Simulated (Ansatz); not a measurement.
The starting structures come from a database of crystals and need not be the phases stable at ambient conditions.

 Where the default PAW files enter, the runs use the earlier of Ansatz's two default sets.

Tunnelling through a barrier is set by its complex band structure: the current falls as exp(−2κd) with the smallest κ.

```
CELL_PARAMETERS angstrom
      4.14855     0.00000     0.00000
     -2.07427     3.59275     0.00000
      0.00000     0.00000     7.00734
ATOMIC_POSITIONS crystal
  Ca 0.00000 0.00000 0.00000
  Zn 0.33333 0.66667 0.63047
  Zn 0.66667 0.33333 0.36953
  As 0.33333 0.66667 0.26049
  As 0.66667 0.33333 0.73951
```

Space group of this cell: P-3m1. The cell is taken as given; by PBEsol its mean pressure is -1.6 GPa.

Transport runs along the normal of the first two printed cell vectors, the (001) plane of the conventional cell.

The gap is the functional's own. No spin-orbit coupling. Mid-gap values are interpolated on the energy grid.

### Question
State the band gap and the smallest decay constant κ at mid-gap according to PBEsol run with Ansatz (a first-principles code).

### Answer
Gap 0.39 eV on a 12×12×4 mesh; κ = 0.057 1/Å, at the zone centre.
